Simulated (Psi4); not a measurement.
Psi4 1.11, HF/def2-svp: Hf(OH)3(NH2) ([NH2][Hf]([OH])([OH])[OH]), 10 atoms. The geometry is a generated start, not checked to be a minimum at this level.

task: energy
method: scf
basis: def2-svp
memory: 3 GB
maxiter: 100
keys of the molecule block: symmetry c1
scf_type: df (default)
e_convergence: 1e-06 (default)
d_convergence: 1e-06 (default)
effective core potentials: those of the basis set, past Kr
basis functions: 113

```xyz
10

Hf     0.2634    -0.0565     0.0090
O      1.5348     0.6765     1.1736
H      1.9754     1.4416     0.7851
O      0.3191    -1.8903    -0.3905
H      0.9686    -2.1546    -1.0535
O      0.4669     0.8087    -1.6518
H     -0.3345     0.7799    -2.1850
N     -1.5666     0.2916     0.7607
H     -1.5359     0.6886     1.7051
H     -2.0913    -0.5855     0.8474
```

Charge 0 and multiplicity 1 are set for this test and not shown to be the ground state.

With the defaults (damping_percentage = 0, level_shift = 0, level_shift_cutoff = 0.01, soscf = false, soscf_start_convergence = 0.01, guess = auto, which took SAD, scf_initial_accelerator = adiis, diis_max_vecs = 10, diis_start = 1) it converges in 8 SCF iterations. One run each on 2 threads, with these changes:
- soscf = true, soscf_start_convergence = 0.001
- diis_start = 4
- scf_initial_accelerator = ediis
- guess = huckel
- damping_percentage = 60
- guess = sapgau
- guess = sap
- level_shift = 0.5, level_shift_cutoff = 0.001
- diis_max_vecs = 6

Q: Which runs fail or end elsewhere than the default run?

A: No convergence: damping_percentage = 60 (the run ends without SCF convergence in 100 iterations). The rest reach the solution of the defaults.

| setting | SCF iterations | JK calls | end |
|---|---|---|---|
| soscf = true, soscf_start_convergence = 0.001 | 6 | 17 | same solution |
| the defaults | 8 | 9 | same solution |
| scf_initial_accelerator = ediis | 8 | 9 | same solution |
| diis_max_vecs = 6 | 8 | 9 | same solution |
| level_shift = 0.5, level_shift_cutoff = 0.001 | 9 | 10 | same solution |
| guess = huckel | 9 | 38 | same solution |
| diis_start = 4 | 9 | 10 | same solution |
| guess = sap | 10 | 10 | same solution |
| guess = sapgau | 14 | 14 | same solution |
| damping_percentage = 60 | 100 | 101 | no convergence |

An SOSCF iteration holds several JK calls; a Hückel guess adds calls on atoms.
